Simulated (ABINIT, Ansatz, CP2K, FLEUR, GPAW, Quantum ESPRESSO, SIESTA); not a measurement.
SnSe (Pnma, 8 atoms in the cell) computed with different codes at matched settings

Self-consistent single point, at a second geometry (lattice scaled by 0.98). First geometry:

```xyz
8
Lattice="11.5956 0.0000 0.0000 0.0000 4.1019 0.0000 0.0000 0.0000 4.6732" Properties=species:S:1:pos:R:3 pbc="T T T"
Sn     7.1753     3.0764     1.7597
Sn     4.4204     1.0255     2.9135
Sn    10.2182     1.0255     4.0963
Sn     1.3774     3.0764     0.5769
Se     1.7225     1.0255     2.3795
Se     9.8731     3.0764     2.2937
Se     4.0753     3.0764     0.0429
Se     7.5204     1.0255     4.6303
```

Shared settings, as Ansatz (a first-principles code) writes them: kpoints.mp_grid.grid = 1 3 3; scf.occupations.method = fixed. Potentials and cutoffs stand in the table.

```csv
code,model,ΔF from the first geometry (meV/atom),pressure (GPa),largest force (eV/Å),gap on the mesh (eV),cutoff
Ansatz,"PBE, default PAW files",43.8,6.20,0.574,0.694,default
Quantum ESPRESSO,"PBE, GBRV 1.5 ultrasoft (PBE) pseudopotentials",44.0,6.19,0.586,0.689,40 Ry
GPAW,"PBE, GPAW PAW datasets PBE (gpaw-data 1.0.1)",42.3,5.98,0.563,0.687,550 eV
CP2K,"PBE, GPW, TZVP-MOLOPT-SR-GTH basis, GTH-PBE potentials (GTH_POTENTIALS)",55.5,7.48,0.746,0.683,grid 400 Ry
SIESTA,"GGA PBE, numerical atomic orbitals DZP, PseudoDojo PBE standard norm-conserving potentials (rewritten from UPF to PSML)",57.9,8.07,1.283,0.699,grid 300 Ry
FLEUR,"PBE, all-electron FLAPW (FLEUR), scalar-relativistic valence",49.9,–,0.682,0.717,Kmax 4.2 1/bohr
ABINIT,"PBE, PAW (JTH v2.0 PBE PAW)",43.8,6.14,0.589,0.691,20 Ha
```

Size of the force on each atom (eV/Å): Sizes of forces hide their directions.

```json
[
 {"code": "Ansatz", "Sn1": "0.574", "Sn2": "0.574", "Sn3": "0.574", "Sn4": "0.574", "Se5": "0.460", "Se6": "0.460", "Se7": "0.460", "Se8": "0.460"},
 {"code": "Quantum ESPRESSO", "Sn1": "0.586", "Sn2": "0.586", "Sn3": "0.586", "Sn4": "0.586", "Se5": "0.468", "Se6": "0.468", "Se7": "0.468", "Se8": "0.468"},
 {"code": "GPAW", "Sn1": "0.563", "Sn2": "0.563", "Sn3": "0.563", "Sn4": "0.563", "Se5": "0.453", "Se6": "0.453", "Se7": "0.453", "Se8": "0.453"},
 {"code": "CP2K", "Sn1": "0.746", "Sn2": "0.746", "Sn3": "0.746", "Sn4": "0.746", "Se5": "0.603", "Se6": "0.603", "Se7": "0.603", "Se8": "0.603"},
 {"code": "SIESTA", "Sn1": "1.283", "Sn2": "1.283", "Sn3": "1.283", "Sn4": "1.283", "Se5": "0.977", "Se6": "0.977", "Se7": "0.977", "Se8": "0.977"},
 {"code": "FLEUR", "Sn1": "0.682", "Sn2": "0.682", "Sn3": "0.682", "Sn4": "0.682", "Se5": "0.513", "Se6": "0.513", "Se7": "0.513", "Se8": "0.513"},
 {"code": "ABINIT", "Sn1": "0.589", "Sn2": "0.589", "Sn3": "0.589", "Sn4": "0.589", "Se5": "0.467", "Se6": "0.467", "Se7": "0.467", "Se8": "0.467"}
]
```

A dash marks a value that a program does not give, or that is left out as unsure.

Gaps are read on the mesh.

The spread over the programs that give each value: ΔF from the first geometry within 15.6 meV/atom; pressure within 2.09 GPa; largest force within 0.720 eV/Å; gap on the mesh within 0.034 eV.

CP2K and SIESTA use small atom-centred bases, whose incompleteness enters pressures, forces and empty levels differently from a plane-wave cutoff. FLEUR treats all electrons, but the usual bases taken here (sphere radii, linearisation, local orbitals, empty states) were not tested for convergence, so the values are no reference for the others. Ansatz's pressure is given at a fixed set of plane waves, as the other plane-wave codes print theirs; with its correction for the finite basis it is 6.24 GPa. In the pressure, CP2K (by 1.31) and SIESTA (by 1.91) lie more than 1 GPa from the median of the plane-wave programs. In the force vectors, CP2K (by 0.170), SIESTA (by 0.707) and FLEUR (by 0.106) lie more than 0.08 eV/Å from the median of the plane-wave programs.

The shared mesh is coarse (it stands for a supercell whose shortest vector is 11 Å), so the values are not converged in it.

The starting cell comes from a database of computed structures (which also holds hypothetical and non-ambient phases and stackings), without a prior relaxation at this level. Its lattice was rescaled by a random factor within 2.5 % of one. For this run, on top of that: lattice scaled by 0.98.

Left out of this page: Elk (unsound by tests on forces, stress, charge or solver warnings).

Keys are those of Ansatz 0.2.
